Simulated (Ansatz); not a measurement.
We consider SnS₂ (P6₃mc, No. 186; cell taken from a computed entry), described by LDA (PAW; Ansatz, a first-principles code).

Numerical settings: plane-wave cutoff 500 eV, 12×12×4 k mesh (along the axes of the cell as run), gaussian smearing 0.02 eV, scalar-relativistic PAW data made under PBE.

Cell (relaxed at this level):

Space group P6₃mc (No. 186); a = b = 3.6310 Å, c = 11.4270 Å, α = β = 90.00°, γ = 120.00°

| atom | site | symmetry | x | y | z |
|---|---|---|---|---|---|
| Sn | 2b | 3m. | 0.6667 | 0.3333 | 0.1251 |
| S | 2b | 3m. | 0.3333 | 0.6667 | 0.2534 |
| S | 2a | 3m. | 0.0000 | 0.0000 | 0.4965 |

Problem. Predict the band gap.

Solution. 
- band gap = 0.84 eV (on the SCF k mesh)

Note: the relaxation could not lower the start's symmetry, so the cell can be a saddle point above a distorted one.

Spin–orbit coupling is not included.

The computed numbers hold no vibrational or temperature effects.

Computing time: about 2.4 core-minutes (a rough figure).
